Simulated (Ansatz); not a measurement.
Structures of equal composition on the (100) surface of rock-salt TiC: S on all C sites of the second plane; S on all C sites of the top plane. The slabs share one bottom face, and each structure is named by its start. These are constructed structures in small cells; real faces may alloy, dewet or reconstruct in larger ones, and not all known structures of the face are among them. Slabs of about 13 Å, Fermi-Dirac smearing of 0.1 eV. Bottom of the slabs: a bare face, its two planes held. Relaxed from the named starts with such symmetry as they have, on meshes of like density; energies extrapolated to zero smearing; spin only where a row says so; no spin-orbit coupling, no U. Brackets mark spin-polarised runs, whose order is one that fits the cell.

Calculation: PBE (plane waves to 420 eV, PAW; Ansatz, a quantum-chemistry and plane-wave program).

**Question.** Order them by energy per 1x1 cell (lowest first) at the level PBE.

**Answer.** S on all C sites of the top plane (0.000 eV), S on all C sites of the second plane (2.054 eV (1 C–Ti, 1 S–Ti, 1 Ti–Ti bonds broke))
